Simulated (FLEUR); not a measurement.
A self-consistent single point of Be (P6_3/mmc, 2 atoms in the cell) with FLEUR.

Level of theory: LDA (Perdew-Zunger), all-electron FLAPW (FLEUR), scalar-relativistic valence.

```
Be
1.0
    1.14500    -1.98320     0.00000
    1.14500     1.98320     0.00000
    0.00000     0.00000     3.58000
Be
2
Direct
  0.33333   0.66667   0.25000
  0.66667   0.33333   0.75000
```

Reference input (self-consistent single point, DFT, PBE, all-electron FLAPW (FLEUR), scalar-relativistic valence): Kmax = 4.1 1/bohr; GmaxXC = 16.4 1/bohr; xcFunctional = pbe; jspins = 1; l_soc = F; mode = hist; fermiSmearingEnergy = 0.00367493 Htr; mesh (inpgen div1-3) = 16 16 9; inpgen gamma flag = true; Gmax = 16.4 1/bohr; numbands = 0; maxIterBroyd = 99. This run's input differs from it in these lines:

```diff
@@ -14,2 +14,3 @@
 &comp jspins=1 /
+&exco xctyp='pz' /
 &kpt div1=16 div2=16 div3=9 gamma=t /
@@ -26,3 +27,3 @@
       <coreElectrons ctail="T" frcor="F" kcrel="0" coretail_lmax="0"/>
-      <xcFunctional name="pbe" relativisticCorrections="F"/>
+      <xcFunctional name="pz" relativisticCorrections="F"/>
       <magnetism jspins="1"/>
```

Output, abridged:

```
 Iteration:     1   Distance:       8.60397551 me/bohr^3
 Iteration:     2   Distance:       8.10941368 me/bohr^3
 Iteration:     3   Distance:       0.25606544 me/bohr^3
 Iteration:     4   Distance:       0.02030076 me/bohr^3
 Iteration:     5   Distance:       0.01455471 me/bohr^3
 Iteration:     6   Distance:       0.00029745 me/bohr^3
 Iteration:     7   Distance:       0.00016764 me/bohr^3
 Iteration:     8   Distance:       0.00001158 me/bohr^3
 Iteration:     9   Distance:       0.00000041 me/bohr^3
 Run finished successfully
 Stop message:
   Structural relaxation: Done

[file out, last iteration]
             iter=     10
[...]
          total density-effective poten   -4.1892944277E+01
          total charge density-energy d   -5.4539993553E+00
 Updated energy parameters for spin:           1
[...]
 fermi energy and band-weighting factors:

[...]
FERMIE:
          first approx. to ef    (T=0)  :   0.264320 htr   (energy of the highest occ. eigenvalue)
          number of occ. states  (T=0)  :        300
          first approx. to seigv (T=0)  :   0.340367 htr
          sum of weights of occ. states :   2.000000
          sum of semicore charge        :   0.000000 e
FERHIS:  Fermi-Energy by histogram:
          bandgap                     :   0.002003 htr
   [... lines left out ...]
          charge neutrality (T=0)     :   0.000000    (zero if the highest occ. eigenvalue is "entirely" occupied)
     EF_NEWTON:  Adjust Fermi-Energy by Newton-Method.
 Direct bandgap for spin            1 :    4.4364679221880921E-002  Htr
   [... lines left out ...]
 ---->    (input%tkb*entropy) TS=              0.0001141322 htr
 ---->    free energy=                       -29.2080482811 htr
      extrapolation for T->0
 ---->    total electron energy=             -29.2079912150 htr
 ***** TOTAL FORCES ON ATOMS *****
 TOTAL FORCE FOR ATOM TYPE=  1  X=  0.000   Y= -2.498   Z=  1.691
                       FX_TOT= 0.000000 FY_TOT= 0.000000 FZ_TOT= 0.000000
 Structural relaxation: Done
```

The run converged in 9 iterations. FLEUR gives forces in its relaxation mode, with a further iteration, so its stop message speaks of a relaxation. 

The starting cell has typed, rounded lattice constants, without a prior relaxation at this level. Values depend on the basis (sphere radii, cutoffs, local orbitals), which need not be converged. The log's line on a gap gives a spacing of levels on this mesh, which the program prints for metals too.
